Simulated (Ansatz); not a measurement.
InAs: response to strain

Consider InAs in the zinc blende structure (space group F-43m, No. 216; a = 6.1091 Å). Axes: x, y, z lie along the cube axes.

Strains are applied to the cell and any free atomic positions relax; under biaxial strain the out-of-plane vector relaxes too.

Level of theory: r2SCAN (Ansatz, a quantum-chemistry and plane-wave program; PAW; 500 eV plane waves; no spin-orbit coupling).

Candidates:
(a) uniaxial strain ε_yy = +1.54 %
(b) isotropic strain +5.24 %
(c) biaxial strain −0.73 %, plane normal [001], relaxed out of plane
(d) uniaxial strain ε_zz = −5.58 %

Notes on the quantities. energy relative to the base: free energy F.

Q: Order them by energy relative to the base, highest first.

A: (b) isotropic strain +5.24 % (+104 meV/atom), (d) uniaxial strain ε_zz = −5.58 % (+24 meV/atom), (a) uniaxial strain ε_yy = +1.54 % (+1.7 meV/atom), (c) biaxial strain −0.73 %, plane normal [001], relaxed out of plane (+0.8 meV/atom)

The mesh was chosen for an insulator and is coarse for the gapless case. Whether these cells are dynamically stable was not tested. The final runs are not spin-polarised.
